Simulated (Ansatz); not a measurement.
Take an 8-atom supercell of W in the bcc (W type) structure (space group Im-3m, No. 229) at its relaxed geometry as the base.

```
W
1.0
   -3.15430     3.15430     3.15430
    3.15430    -3.15430     3.15430
    3.15430     3.15430    -3.15430
W
8
Direct
  0.00000   0.00000   0.00000
  0.00000   0.00000   0.50000
  0.00000   0.50000   0.00000
  0.00000   0.50000   0.50000
  0.50000   0.00000   0.00000
  0.50000   0.00000   0.50000
  0.50000   0.50000   0.00000
  0.50000   0.50000   0.50000
```

Calculations: plane-wave PAW DFT at the PBEsol level (Ansatz, an electronic-structure program, 420 eV), scalar-relativistic without spin-orbit coupling.

Base values:

| Property | Result |
|---|---|
| Pressure | -0.3 GPa |

One thing is altered: a neutral W interstitial (started 1.66 Å from the nearest host atom), atoms relaxed at fixed cell, starting from a slightly rattled geometry.

**Question.** Estimate the effect on the final site of the added atom.

**Answer.** The final site of the added atom comes out as 11 W at 2.22–3.45 Å.

**Question.** What does the calculation give for the pressure after the change?

**Answer.** The pressure increases by 81.2 GPa (-0.3 GPa → 80.9 GPa).

**Question.** Predict the new largest displacement of a host atom from its site in the perfect cell.

**Answer.** The largest displacement of a host atom from its site in the perfect cell comes out as 1.61 Å.

The cell is small, so the values are those of an ordered compound at a high defect concentration; dilute-limit values will differ. All final runs are without spin polarisation. The defect cell is not spin-polarised.
